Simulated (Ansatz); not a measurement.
The reference is WSe$_{2}$ in the rutile structure (space group P4_2/mnm, No. 136; a = 6.206 Å, c = 3.384 Å; a hypothetical phase, not in the database extracts checked).

(Cell as relaxed with PBE.)

Levels (all Ansatz, a program for electronic structure, PAW): PBE (420 eV, spin-orbit coupling left out); r2SCAN (500 eV, no spin-orbit coupling).

Each level relaxes its own structure.

```tsv
quantity	PBE	r2SCAN
volume per atom	21.73 Å³	[?]
lattice parameter a	6.206 Å	[?]
lattice parameter c	3.384 Å	[?]
band gap	zero	[?]
```

Task: What does r2SCAN give?

Result: 
- volume per atom, r2SCAN: 21.41 Å³
- lattice parameter a, r2SCAN: 6.145 Å
- lattice parameter c, r2SCAN: 3.402 Å
- band gap, r2SCAN: zero

PBE's volume per atom lies 0.32 Å³ above r2SCAN's (1.5 %); PBE's lattice parameter a lies 0.0618 Å above r2SCAN's (1.0 %); PBE's lattice parameter c lies 0.018 Å below r2SCAN's (0.5 %); the two agree on the band gap. Neither level is exact; r2SCAN is the comparison here, not a measurement.

Stability against distortions was not tested. All final runs are without spin polarisation. WSe2 has a high density of states at the Fermi level and may be magnetic at this level.
